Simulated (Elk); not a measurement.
A self-consistent single point of Pd (Fm-3m, 1 atom in the cell) with Elk.

Computed with PBE, all-electron FP-LAPW, Elk's shipped species files, APW+lo basis with extra local orbitals run with Elk 10.2.4.

The change in words: lattice scaled by 0.98; gmaxvr: 14 1/bohr → 10.4 1/bohr. Reference geometry:
```
Pd
1.0
    0.00000     1.95084     1.95084
    1.95084     0.00000     1.95084
    1.95084     1.95084     0.00000
Pd
1
Cartesian
  0.00000   0.00000   0.00000
```

Reference input (self-consistent single point, DFT, PBE, all-electron FP-LAPW, Elk's shipped species files, APW+lo basis with extra local orbitals): xctype = 20; rgkmax = 8; stype = 3; swidth = 0.00367493 Ha; ngridk = 10 10 10; gmaxvr = 14 1/bohr; nxlo = 2; lorbcnd = true; rmtscf = 0.94; lmaxi = 3. This run's input differs from it in these lines:

```diff
@@ -10,3 +10,3 @@
 gmaxvr
-  14.0
+  10.4
 
@@ -31,5 +31,5 @@
 avec
-    0.0000000000    3.6865438643    3.6865438643
-    3.6865438643    0.0000000000    3.6865438643
-    3.6865438643    3.6865438643    0.0000000000
+    0.0000000000    3.6128124201    3.6128124201
+    3.6128124201    0.0000000000    3.6128124201
+    3.6128124201    3.6128124201    0.0000000000
```

The program printed (abridged):

```
│ Self-consistent loop started │
│ Loop number : 1 │
 total energy                :     -5040.21644612
│ Loop number : 2 │
 total energy                :     -5040.58150027
RMS change in Kohn-Sham potential (target) :   0.2077978273     (  0.1000000000E-05)
Absolute change in total energy (target)   :   0.3650541551     (  0.1000000000E-03)
│ Loop number : 3 │
 total energy                :     -5042.01697178
RMS change in Kohn-Sham potential (target) :   0.1755533323     (  0.1000000000E-05)
Absolute change in total energy (target)   :    1.526735047     (  0.1000000000E-03)
│ Loop number : 4 │
   [... lines left out ...]
Absolute change in total energy (target)   :   0.1882342576E-03 (  0.1000000000E-03)
│ Loop number : 14 │
 total energy                :     -5047.16644168
RMS change in Kohn-Sham potential (target) :   0.4670856771E-06 (  0.1000000000E-05)
Absolute change in total energy (target)   :   0.2419563916E-03 (  0.1000000000E-03)
│ Loop number : 15 │
 total energy                :     -5047.16642661
RMS change in Kohn-Sham potential (target) :   0.1107218706E-06 (  0.1000000000E-05)
Absolute change in total energy (target)   :   0.7556727360E-04 (  0.1000000000E-03)
Convergence targets achieved

│ Loop number : 16 │

Energies :
 Fermi                       :     0.351431605379
 total energy                :     -5047.16642521

Density of states at Fermi energy :    42.86685321
 (states/Hartree/unit cell)

Estimated indirect band gap :   0.1793938115E-02
 from k-point     30 to k-point     19
Estimated direct band gap   :   0.1426832053E-01
 at k-point     31

Charges :
 core                        :    28.00000000
 valence                     :    18.00000000
 interstitial                :    1.200420083
 muffin-tins (core leakage)
  species :    1 (Pd)
   atom    1                 :    44.79957992     (  0.1760903601E-07)
 total in muffin-tins        :    44.79957992
 total calculated charge     :    46.00891565
 total charge                :    46.00000000
 error                       :   0.8915652528E-02

│ Self-consistent loop stopped │
```

The run converged in 16 iterations. The count includes the last loop, which Elk runs after its targets are met. Against the reference run the free energy goes up by 69.5 meV/atom.

The starting cell has typed, rounded lattice constants, without a prior relaxation at this level. Its lattice was rescaled by up to half a per cent. For this run, on top of that: lattice scaled by 0.98. Spin polarisation is off. Values depend on the basis (sphere radii, cutoffs, local orbitals), which need not be converged. The log's line on a gap gives a spacing of levels on this mesh, which the program prints for metals too.
